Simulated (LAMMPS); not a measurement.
Molecular dynamics of CeO2 (fluorite) with 30 % of Ce sites Yb, with oxygen vacancies for neutrality, 730 atoms, at 1200 K and 0 GPa, heated as the crystal.

Level of theory: classical MD, Buckingham potential of Lewis and Catlow, J. Phys. C 18, 1149 (1985), first set, used with rigid ions (no shells), PPPM sums, short-range terms cut at 10 Å, modified for these runs by an r^-4 repulsive force inside the short-range force's maximum, run in LAMMPS.

### Question
Estimate the state found, the coordination number of Yb by O, the most common Ce-O-Yb angle for this model.

### Answer
state found: crystal in place, with slow hops of O within 100 ps; coordination number of Yb by O: 7.40 (counted to 3.50 Å); most common Ce-O-Yb angle: at the 3° bin centred on 106.5°, after smoothing over three bins (mean of all 107°).

Caution: the potential ionic pair potential lewis1985a is fitted to static crystal properties with a polarisable anion, which is rigid here. Caution: the random arrangement on this lattice is imposed, and need not be a phase that exists in equilibrium.
